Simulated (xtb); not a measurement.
xtb 6.7.1, GFN2-xTB: pyrimidine triplet (c1cncnc1), charge 0, multiplicity 3, 10 atoms. The geometry is a generated start, not checked to be a minimum at this level.

```
Property                  Result
-----------------  -------------
run flags                 --grad
method                  GFN2-xTB
--acc                1 (default)
--etemp (K)        300 (default)
basis functions               28
valence electrons             30
```

```xyz
10

C     -1.1403     0.0672    -0.0009
C     -0.4762    -1.1513    -0.0138
N      0.8458    -1.2303    -0.0127
C      1.5080    -0.0876     0.0015
N      0.9847     1.1249     0.0139
C     -0.3370     1.1990     0.0127
H     -2.2161     0.1310    -0.0016
H     -1.0031    -2.0977    -0.0257
H      2.5893    -0.1530     0.0044
H     -0.7552     2.1978     0.0222
```

Charge 0 and multiplicity 3 are set for this test and not shown to be the ground state. GFN-xTB has no spin term: --uhf 2 sets the occupations alone.

One run each on 1 thread. Values of broydamp tried: 0.02, 0.05, 0.1, 0.2, 0.4 (default), 0.6, 0.8, 1.

Q: How does the count of SCC iterations change with broydamp, and where is it least?

A: Fewest SCC iterations, within one of each other: 0.2 with 17, 0.4 (default) with 16, 0.6 with 16, 0.8 with 16, 1 with 17. The count rises to 25 at 0.02. All converge to one solution.

| broydamp | SCC iterations | end |
|---|---|---|
| 0.02 | 25 | same solution |
| 0.05 | 24 | same solution |
| 0.1 | 21 | same solution |
| 0.2 | 17 | same solution |
| 0.4 (default) | 16 | same solution |
| 0.6 | 16 | same solution |
| 0.8 | 16 | same solution |
| 1 | 17 | same solution |
